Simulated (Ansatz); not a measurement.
# Ge: response to strain

Start from Ge (space group P6_3/mmc, No. 194; a = 3.995 Å, c = 6.599 Å; a cell from a computed database, its experimental status unchecked). Axes: x lies along a and z along c of the hexagonal cell.

Strains are applied to the cell and any free atomic positions relax; under biaxial strain the out-of-plane vector relaxes too; under stress the whole cell relaxes.

Level of theory: Kohn–Sham DFT with the r2SCAN functional, run in Ansatz (a program for electronic structure) with PAW and 500 eV plane waves, no spin-orbit coupling, earlier PAW set.

```csv
change,shortest interatomic distance,band gap,space group
base,245.2 pm,0.10 eV,P6_3/mmc (No. 194)
"biaxial strain −0.73 %, plane normal [001], relaxed out of plane",243.9 pm,0.23 eV,P6_3/mmc (No. 194)
"biaxial strain +0.25 %, plane normal [001], relaxed out of plane",245.6 pm,0.05 eV,P6_3/mmc (No. 194)
"biaxial strain +0.72 %, plane normal [001], relaxed out of plane",246.4 pm,zero,P6_3/mmc (No. 194)
"uniaxial stress, 0.5 GPa tension along x",245.2 pm,0.05 eV,Cmcm (No. 63)
"uniaxial stress, 5 GPa compression along x",242.3 pm,zero,Cmcm (No. 63)
"uniaxial stress, 3 GPa compression along x",243.3 pm,0.10 eV,Cmcm (No. 63)
"uniaxial stress, 5 GPa tension along x",245.6 pm,zero,Cmcm (No. 63)
```

The mesh was chosen for an insulator and is coarse for the gapless case. Stability under load was not tested beyond the relaxation. Gaps under 0.05 eV, about the width of the smearing, are given as zero. This is not the structure that Ge has at room temperature and ambient pressure. A zero or small gap of Ge can be the functional's error rather than a property of the material.
